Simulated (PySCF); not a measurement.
PySCF 2.14.0, BP86/def2-svp, df: Te(Me)(OMe) (CO[Te]C), 10 atoms. The geometry is a generated start, not checked to be a minimum at this level.

- task = energy
- method = bp86
- basis = def2-svp
- two-electron scheme = density fitting
- mol.max_memory = 3000 MB
- mf.max_cycle = 100
- mf.init_guess = minao (default)
- mf.DIIS = CDIIS (default)
- mf.conv_tol = 1e-09 (default)
- mf.grids.level = 3 (default)
- effective core potentials = those of the basis set, past Kr
- basis functions = 98
- grid points = 123128

```xyz
10

Te    -0.3602    -0.4595     1.6595
C     -1.3784     1.1229     0.5903
H     -2.1871     1.4786     1.2168
H     -1.7793     0.7546    -0.3478
H     -0.6746     1.9255     0.4062
O      1.2841    -0.4114     0.5213
C      1.2589    -0.9930    -0.7545
H      0.5886    -0.4522    -1.4306
H      2.2803    -0.9184    -1.1375
H      0.9675    -2.0470    -0.7236
```

One run each on 2 threads, 1 BLAS thread. Values of diis_space tried: 3, 5, 8 (default), 12, 20.

**Question.** Predict the course of the Fock builds along this series.

**Answer.** Fewest Fock builds, within one of each other: 5 with 16, 8 (default) with 16, 12 with 16, 20 with 16. The count rises to 33 at 3. All converge to one solution.

```tsv
diis_space	Fock builds	end
3	33	same solution
5	16	same solution
8 (default)	16	same solution
12	16	same solution
20	16	same solution
```
